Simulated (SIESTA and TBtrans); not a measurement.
# Au chain with one bond stretched by 2.0 Å

Device: Au chain with one bond stretched by 2.0 Å. Leads: straight Au chain, spacing 2.55 Å. Geometry: as built, not relaxed. Transport runs along z; the first 6 and the last 6 of the 18 atoms are the lead cells, repeated to infinity.

```xyz
18
Lattice="9.000 0.000 0.000 0.000 9.000 0.000 0.000 0.000 47.900" Properties=species:S:1:pos:R:3 pbc="F F T"
Au     4.500     4.500     0.000
Au     4.500     4.500     2.550
Au     4.500     4.500     5.100
Au     4.500     4.500     7.650
Au     4.500     4.500    10.200
Au     4.500     4.500    12.750
Au     4.500     4.500    15.300
Au     4.500     4.500    17.850
Au     4.500     4.500    20.400
Au     4.500     4.500    24.950
Au     4.500     4.500    27.500
Au     4.500     4.500    30.050
Au     4.500     4.500    32.600
Au     4.500     4.500    35.150
Au     4.500     4.500    37.700
Au     4.500     4.500    40.250
Au     4.500     4.500    42.800
Au     4.500     4.500    45.350
```

Method: SIESTA and TBtrans, PBE, DZP numerical orbitals (energy shift 0.15 eV), PseudoDojo norm-conserving scalar-relativistic potentials, mesh cutoff 200 Ry, 300 K, no spin polarisation, no spin-orbit coupling; Hamiltonian of a periodic supercell, shifted onto the leads' potential, zero bias.

- Conductance at 300 K (G0 = 2e²/h) = 0.12
- Thermopower (μV/K) = 5.8
- Mean T from −0.5 to 0.5 eV = 0.12

Energies count from the leads' Fermi level. Transmissions are for one spin of a degenerate pair. The energy step is 0.01 eV; narrower resonances are cut or missed.

```tsv
E (eV)	T	lead channels
-1.95	0.0069	3
-1.80	0.0071	3
-1.65	0.0071	3
-1.50	0.0068	3
-1.35	0.0062	3
-1.20	0.0053	band edge
-1.05	0.010	band edge
-0.90	0.025	band edge
-0.75	0.052	4
-0.60	0.078	4
-0.45	0.096	4
-0.30	0.11	4
-0.15	0.15	4
0.00	0.11	1
0.15	0.11	1
0.30	0.11	1
0.45	0.11	1
0.60	0.11	1
0.75	0.11	1
0.90	0.11	1
1.05	0.11	1
1.20	0.11	1
1.35	0.12	1
1.50	0.12	1
1.65	0.12	1
1.80	0.13	1
1.95	0.14	1
```

The leads' channel count changes near -0.01 eV, within the thermal window, so values at the Fermi level hang on where that band edge falls. The straight chain is held at its spacing; free chains may zigzag or dimerise. No spin-polarised start was tried, so a magnetic state, if there is one, is missed. Spin-orbit coupling, left out here, matters for the heavy atoms.
